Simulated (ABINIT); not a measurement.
# ABINIT run on ZnSe (F-43m, 2 atoms in the cell): self-consistent single point

Computed with LDA (PW92), PAW (JTH v2.0 LDA PAW) (plane waves; ABINIT).

Input as run:

```
# ZnSe, JTH v2.0 LDA PAW
pp_dirpath "./"
pseudos "Zn.LDA_PW-JTH.xml, Se.LDA_PW-JTH.xml"
acell 3.9892489721 3.9892489721 3.9892489721 Angstrom
rprim
        -0.0000000000    0.7071067812    0.7071067812
         0.7071067812   -0.0000000000    0.7071067812
         0.7071067812    0.7071067812   -0.0000000000
natom 2
ntypat 2
znucl 30 34
typat 1 2
xred
         0.0000000000    0.0000000000    0.0000000000
         0.2500000000    0.2500000000    0.2500000000
ecut 30
pawecutdg 60
pawxcdev 0
occopt 3
tsmear 0.00036749
nband 14
kptopt 1
ngkpt 4 4 4
nshiftk 1
shiftk 0 0 0
nstep 60
tolvrs 1.0e-10
prtwf 0
prtden 0
```

Output, abridged:

```
 Symmetries : space group F-4 3 m (#216); Bravais cF (face-center cubic)

 -outvars: echo values of preprocessed input variables --------
            acell      7.5385880332E+00  7.5385880332E+00  7.5385880332E+00 Bohr
             ecut      3.00000000E+01 Hartree
              ixc       -1012
         kptrlatt        4    0    0      0    4    0      0    0    4
          kptrlen      3.01543521E+01
            natom           2
            nband          14
            ngfft          40      40      40
          ngfftdg          54      54      54
             nkpt           8
            nstep          60
             nsym          24
           ntypat           2
           occopt           3
        pawecutdg      6.00000000E+01 Hartree
         pawxcdev           0
            rprim     -0.0000000000E+00  7.0710678120E-01  7.0710678120E-01
                       7.0710678120E-01 -0.0000000000E+00  7.0710678120E-01
                       7.0710678120E-01  7.0710678120E-01 -0.0000000000E+00
          spgroup         216
           tolvrs      1.00000000E-10
           tsmear      3.67490000E-04 Hartree
            typat      1  2
           useylm           1
             xred      0.0000000000E+00  0.0000000000E+00  0.0000000000E+00
                       2.5000000000E-01  2.5000000000E-01  2.5000000000E-01
            znucl       30.00000   34.00000

== DATASET  1 ==================================================================

 Real(R)+Recip(G) space primitive vectors, cartesian coordinates (Bohr,Bohr^-1):
 R(1)=  0.0000000  5.3305867  5.3305867  G(1)= -0.0937983  0.0937983  0.0937983
 R(2)=  5.3305867  0.0000000  5.3305867  G(2)=  0.0937983 -0.0937983  0.0937983
 R(3)=  5.3305867  5.3305867  0.0000000  G(3)=  0.0937983  0.0937983 -0.0937983
 Unit cell volume ucvol=  3.0293889E+02 bohr^3
 Angles (23,13,12)=  6.00000000E+01  6.00000000E+01  6.00000000E+01 degrees

 Coarse grid specifications (used for wave-functions):

 getcut: wavevector=  0.0000  0.0000  0.0000  ngfft=  40  40  40
         ecut(hartree)=     30.000   => boxcut(ratio)=   2.15201

 Fine grid specifications (used for densities):

 getcut: wavevector=  0.0000  0.0000  0.0000  ngfft=  54  54  54
         ecut(hartree)=     60.000   => boxcut(ratio)=   2.05500

   6.85384960E+02                                ecore*ucvol(ha*bohr**3)

_setup2: Arith. and geom. avg. npw (full set) are    2378.453    2378.393

--- !BeginCycle
solver: {iscf: 17, nstep: 60, nline: 4, wfoptalg: 10, }
tolerances: {tolvrs: 1.00E-10, }
...

     iter   Etot(hartree)      deltaE(h)  residm     nres2
 ETOT  1  -73.608177149466    -7.361E+01 7.143E+00 6.976E+00
 ETOT  2  -74.247969927266    -6.398E-01 5.472E-01 2.493E+00
 ETOT  3  -74.241740229514     6.230E-03 1.064E-01 5.920E-01
 ETOT  4  -74.240883192075     8.570E-04 3.842E-02 2.640E-01
 ETOT  5  -74.240470886580     4.123E-04 3.564E-03 4.142E-02
 ETOT  6  -74.240812011554    -3.411E-04 6.576E-04 7.432E-03
   [... 26 lines left out ...]
 ETOT 33  -74.240856939495    -1.180E-12 1.308E-08 1.426E-08
 ETOT 34  -74.240856939458     3.701E-11 5.231E-08 2.833E-09
 ETOT 35  -74.240856939453     4.903E-12 4.992E-10 2.909E-10
 ETOT 36  -74.240856939457    -3.737E-12 6.668E-09 1.103E-10
 ETOT 37  -74.240856939457    -6.395E-13 1.530E-09 4.242E-12

 At SCF step   37       nres2   =  4.24E-12 < tolvrs=  1.00E-10 =>converged.

 Cartesian components of stress tensor (hartree/bohr^3)
  sigma(1 1)=  7.78481007E-05  sigma(3 2)=  0.00000000E+00
  sigma(2 2)=  7.78481007E-05  sigma(3 1)=  0.00000000E+00
  sigma(3 3)=  7.78481007E-05  sigma(2 1)=  0.00000000E+00

 ----iterations are completed or convergence reached----

 reduced coordinates (array xred) for    2 atoms
       0.000000000000      0.000000000000      0.000000000000
       0.250000000000      0.250000000000      0.250000000000
 cartesian forces (eV/Angstrom) at end:
    1     -0.00000000000000    -0.00000000000000    -0.00000000000000
    2     -0.00000000000000    -0.00000000000000    -0.00000000000000
 frms,max,avg= 0.0000000E+00 0.0000000E+00   0.000E+00  0.000E+00  0.000E+00 e/A
 length scales=  7.538588033165  7.538588033165  7.538588033165 bohr
              =  3.989248972100  3.989248972100  3.989248972100 angstroms
 Fermi (or HOMO) energy (hartree) =   0.11968   Average Vxc (hartree)=  -0.35164
 Eigenvalues (hartree) for nkpt=   8  k points:
 kpt#   1, nband= 14, wtk=  0.01563, kpt=  0.0000  0.0000  0.0000 (reduced coord)
  -0.39919   -0.15419   -0.15419   -0.15419   -0.14061   -0.14061    0.09346    0.09346
   0.09346    0.13275    0.30235    0.30235    0.30235    0.45079
      occupation numbers for kpt#   1
   2.00000    2.00000    2.00000    2.00000    2.00000    2.00000    2.00000    2.00000
   2.00000    0.00000    0.00000    0.00000    0.00000    0.00000
 prteigrs : prtvol=0 or 1, do not print more k-points.

--- !EnergyTerms
comment             : Components of total free energy in Hartree
kinetic             :  1.00719036217457E+01
hartree             :  2.20435537732536E+01
xc                  : -8.05703121729583E+00
Ewald energy        : -4.41205632057725E+01
psp_core            :  2.26245284145031E+00
local_psp           : -7.57008930034379E+01
spherical_terms     :  1.92597210912409E+01
internal            : -7.42408560988157E+01
'-kT*entropy'       :  2.82235908706745E-16
total_energy        : -7.42408560988157E+01
total_energy_eV     : -2.02019643339990E+03
...

-Cartesian components of stress tensor (GPa)         [Pressure= -2.2904E+00 GPa]
- sigma(1 1)=  2.29036981E+00  sigma(3 2)=  0.00000000E+00
- sigma(2 2)=  2.29036981E+00  sigma(3 1)=  0.00000000E+00
- sigma(3 3)=  2.29036981E+00  sigma(2 1)=  0.00000000E+00

 Calculation completed.
```

The run converged in 37 iterations.

The starting cell has typed, rounded lattice constants, without a prior relaxation at this level. Its lattice was rescaled by up to half a per cent.
